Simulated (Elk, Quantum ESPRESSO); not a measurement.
# Equation of state of zinc-blende AlN (space group 216): energy against volume (Elk, LDA)

```
CELL_PARAMETERS angstrom
      0.00000     2.10482     2.10482
      2.10482     0.00000     2.10482
      2.10482     2.10482     0.00000
ATOMIC_POSITIONS crystal
  Al 0.00000 0.00000 0.00000
  N  0.75000 0.75000 0.75000
```

Level of theory: Elk with LDA (PW92), all-electron FP-LAPW, Elk's shipped species files, APW+lo basis with extra local orbitals. Settings: rgkmax = 8.55; swidth = 0.000367493 Ha; ngridk = 13 13 13; gmaxvr = 16 1/bohr; nxlo = 2; lorbcnd = true; rmtscf = 0.8; lmaxi = 2; maxscl = 100; sphere radii = {Al: 1.76, N: 1.44} bohr. The cell above is the first row's. The rows scale it uniformly. In all rows fractional positions and the k mesh are held. E is the free energy at the stated smearing, counted from the lowest row.

```csv
V (Å^3/atom),E (meV/atom)
9.325,?
9.528,34.81
9.730,16.68
9.933,5.30
10.136,0.00
10.339,0.22
10.541,5.47
10.744,15.26
10.947,29.18
```

Taking the third-order Birch-Murnaghan form, a cubic in V^(-2/3) for E over the 8 complete rows: With u = V^(-2/3) - 0.212, the rows have u = 0.010501, 0.007411, 0.004411, 0.001512, -0.001292, -0.003993, -0.006621, -0.009168. Least squares gives E = -0.536 - 162.76·u + 335845·u² + 9653·u³. Residuals (row less fit): 0.010, -0.027, 0.019, 0.014, -0.015, 0.002, -0.001, 0.003; standard error 0.020 (degrees of freedom: 4). Its minimum lies at u = 0.000242, so V0 = (0.212242)^(-3/2) = 10.23. There d²E/du² = 671700 and d³E/du³ = 57920, so B0 = (4/9) × 10.23^(-7/3) × 671700 × 0.160218 = 211 GPa (the last factor turns the table's units into GPa), and B0' = 4 + (2/3) × 0.212242 × (57920)/671700 = 4.0.

### Question
What does the fit predict for E at V = 9.325, and how far is the calculated value from it?

### Answer
u = 0.013719, so E = -0.536 - 162.76 × 0.013719 + 335845 × 0.013719² + 9653 × 0.013719³ = 60.466 meV/atom. The calculation gives 60.34 meV/atom, 0.126 meV/atom below the prediction (0.2 % of the range of E in the table). The row lies outside the fitted rows, so this is an extrapolation. From the scatter of the fitted rows alone, a prediction at this place has a standard error of 0.060 meV/atom, so the miss is 2.1 times that.

Carrying the step between the two nearest rows on in a straight line would have given 53.03, off by 7.31; series whose last step already gives the withheld value aren't shown. The scan was laid around a cell of about the measured size, scaled by a guess for this functional. This is a metastable polymorph. The runs keep the symmetry of the cell, so they don't test it for distortions. A plane-wave scan with the same functional (Quantum ESPRESSO, GBRV) gives V0 = 10.28 Å^3/atom and B0 = 211 GPa; a Birch-Murnaghan fit to all rows here lies -0.5 % from it in V0 and 0 % in B0; the two differ in basis, and may differ in potentials and mesh. Values depend on the basis (sphere radii, cutoffs, local orbitals), which need not be converged. Sphere radii are the same in all rows. Cutoffs and mesh are single choices, not tested for convergence of this quantity. Series with a scatter that would blur these digits, or in which a gap closes, are not shown. Nor are scans whose minimum lies at an end fitted in this form.
